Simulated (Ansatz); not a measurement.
**Element substitutions in GaN**

Base system: GaN in the zinc blende structure (space group F-43m, No. 216).

```cif
data_GaN
_chemical_formula_sum 'N1 Ga1'
_space_group_name_H-M_alt 'P 1'
_space_group_IT_number 1
_cell_length_a 3.21648
_cell_length_b 3.21648
_cell_length_c 3.21648
_cell_angle_alpha 60.000
_cell_angle_beta 60.000
_cell_angle_gamma 60.000
loop_
_space_group_symop_operation_xyz
  'x, y, z'
loop_
_atom_site_label
_atom_site_type_symbol
_atom_site_fract_x
_atom_site_fract_y
_atom_site_fract_z
_atom_site_occupancy
N1 N 0.75000 0.75000 0.75000 1
Ga1 Ga 0.00000 0.00000 0.00000 1
```

Each row replaces one element on all its sites; cell and atoms are relaxed.

All numbers come from PBE, PAW, 420 eV (Ansatz, a first-principles code; no spin-orbit coupling), earlier PAW set.

Only one of these has no band gap. Which?
A. Ga → B
B. N → Sb
C. Ga → Al

B, N → Sb. Computed: Ga → B: 4.46 eV; Ga → Al: 3.31 eV; N → Sb: zero

Spin-orbit coupling, missing from the scalar runs, can matter with Sb. No phonon test of stability was made. All final runs are without spin polarisation. This is not the structure that GaN has at room temperature and ambient pressure. This is not the structure that AlN has at room temperature and ambient pressure. A zero or small gap of GaSb can be the functional's error rather than a property of the material.
